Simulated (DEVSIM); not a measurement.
Structure: Ni/SiO2/p-Ge capacitor, at 250 K.

Layer 1 from the left is SiO2, thickness (nm) 18.0. Layer 2 from the left is Ge, thickness (nm) 13000, Na (cm⁻³) 4e14.

Metal gate on the left, work function 5.1 eV. Fixed charge at the semiconductor interface 1.6e10 cm⁻² (in units of +e); no interface traps.

The device is made up for the run: typed textbook-type constants, with dimensions and the other settings drawn at random. Values at 300 K; Nc and Nv go as T^1.5, mobilities as T to minus their exponent, the gap by Varshni's rule with the affinity fixed.

SiO2: gap (eV) 9, affinity (eV) 0.9, permittivity 3.9. Ge: gap (eV) 0.664, affinity (eV) 4, permittivity 16, Nc (cm⁻³) 1.04e19, Nv (cm⁻³) 6e18, Varshni α (eV/K) 0.000477, Varshni β (K) 235.

Model (solved in DEVSIM): 1D Poisson equation in equilibrium, Boltzmann statistics, complete ionisation; no quantum confinement or tunnelling. Metal contacts follow the ideal Schottky-Mott rule: no Fermi-level pinning, no interface dipoles.

**Question.** What does the simulation give for the threshold voltage (band bending 2φF), the minimum of the low-frequency capacitance?

**Answer.** threshold voltage (band bending 2φF) 0.91 V; minimum of the low-frequency capacitance 0.0152 μF/cm².
